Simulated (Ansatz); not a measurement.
Amorphous Si₃₀N₄₄Zr₃, 77 atoms at 3.30 g/cm³, one PBE-relaxed geometry, zone centre. Methods: PBE, scalar-relativistic without spin-orbit coupling (Ansatz, a first-principles code); r2SCAN, scalar-relativistic without spin-orbit coupling (Ansatz); HSE06, scalar-relativistic without spin-orbit coupling (Ansatz). Plane waves to 420 eV (r2SCAN 500 eV); exact exchange is cut at the cell's faces. At PBE the levels at both edges of the gap are localised (band-tail or defect states), and the nearest spread-out levels lie 2.6 eV apart at the zone centre. All rungs ran without spin polarisation.

Preparation: random packing, a CHGNet melt and quench, and a DFT relaxation. N atoms were pushed apart under 1.9 Å during the dynamics, to hinder bonds among them. The hot cell started wider than the set density and was brought back towards it in steps. It is the lowest in DFT energy of 2 quenches. It is a model cell: composition and starting density were chosen by hand, and all elements were melted together. No dispersion term was used. Its density started from a set value of 3.30 and ended at 3.30 g/cm³. The simulated quench (nominally 450 K/ps over its main leg) is rapid and tends to freeze in more defects than a deposited or slowly cooled glass has. A cell of this size samples the disorder only roughly. The volume was held where the preparation left it and the shape relaxed, at a PBE pressure of 3.8 GPa. Stress components on the final sampling reach 4.0 GPa. On a 2×2×2 Γ-centred mesh force components of up to 0.23 eV/Å stay, since the relaxation ran on the zone centre alone.

The relaxation ran on the zone centre alone. At PBE the gap between localised states is 1.61 eV on a 2×2×2 Γ-centred mesh, and the spacing at the zone centre alone 1.61 eV.

Q: What zone-centre spacing does r2SCAN give, roughly?

A: 1.98 eV (+0.37 eV against PBE).

Q: What zone-centre spacing does HSE06 give, roughly?

A: 2.83 eV (+1.22 eV against PBE).

The highest filled and the lowest empty state spread over these numbers of atoms (participation numbers): PBE: 6.9 and 5.4; r2SCAN: 6.8 and 5.3; HSE06: 5.7 and 5.3.
